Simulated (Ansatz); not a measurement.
# Amorphous Si32O32

Preparation: random packing, a CHGNet melt and quench, and a DFT relaxation. O atoms were pushed apart under 1.9 Å during the dynamics, to hinder bonds among them. The hot cell started wider than the set density and was brought back towards it in steps. It is the lowest in DFT energy of 2 quenches. It is a model cell: composition and starting density were chosen by hand, and all elements were melted together. No dispersion term was used.

Methods: PBE, scalar-relativistic without spin-orbit coupling (Ansatz, a quantum-chemistry and plane-wave program); r2SCAN, scalar-relativistic without spin-orbit coupling (Ansatz); HSE06, scalar-relativistic without spin-orbit coupling (Ansatz). Geometry, pressure, stress and energy are those of the PBE run. Its sampling: a 2×2×2 Γ-centred mesh; Fermi-Dirac width 0.02 eV; no spin polarisation. Other functionals are single points at the zone centre (r2SCAN at 500 eV; exact exchange cut at the cell's faces), free to take moments where seeds were set. The usual formal charges leave 64 electrons over, so the level spacing at the Fermi energy parts defect or band states and needn't be the band gap.

* **Number of atoms in the cell**: 64
* **Density (held, not predicted)**: 2.17 g/cm^3
* **Volume per atom**: 114.0 bohr³
* **Pressure on a 2×2×2 Γ-centred mesh**: -0.99 GPa
* **Largest force and stress component on that mesh (the relaxation ran on the zone centre alone)**: 0.19 eV/Å and 2.5 GPa
* **Energy relative to alpha cristobalite + silicon (lowest mix at this level among the phases computed, not always the ambient ones)**: 0.444 eV/atom
* **Level spacing at the Fermi energy on a 2×2×2 Γ-centred mesh (PBE)**: 0.48 eV
* **Level spacing at the Fermi energy at the zone centre (PBE)**: 0.60 eV
* **Level spacing at the Fermi energy at the zone centre (r2SCAN)**: 0.71 eV
* **Level spacing at the Fermi energy at the zone centre (HSE06)**: 1.11 eV

Cut-offs for bonds: Si-Si 2.60 Å, Si-O 2.00 Å, O-O 1.58 Å. Two cations that share two anions don't count as bonded, nor two that share one unless they lie closer than Si-Si 2.38 Å.

```yaml
Mean coordination of Si by anions: 2.03 (3 with 0, 9 with 1, 9 with 2, 6 with 3, 5 with 4); 46 close contacts or bonds to cations besides
Mean coordination of O: 2.03 (31 with 2, 1 with 3)
Mean Si-O bond: 1.667 Å (spread 0.045 Å, 65 counted)
Mean Si-Si bond: 2.406 Å (spread 0.078 Å, 23 counted)
```

Its density started from a set value of 2.17 g/cm³. The quench (nominally 290 K/ps over its main leg) was far faster than any real one, so the model tends to hold more defects than a real film. One small periodic cell is one sample of the glass; other quenches scatter about these values. The volume was held where the preparation left it, at a PBE pressure of -1.0 GPa (tension). Stress components on the final sampling reach 2.5 GPa. On a 2×2×2 Γ-centred mesh force components of up to 0.19 eV/Å stay, since the relaxation ran on the zone centre alone.
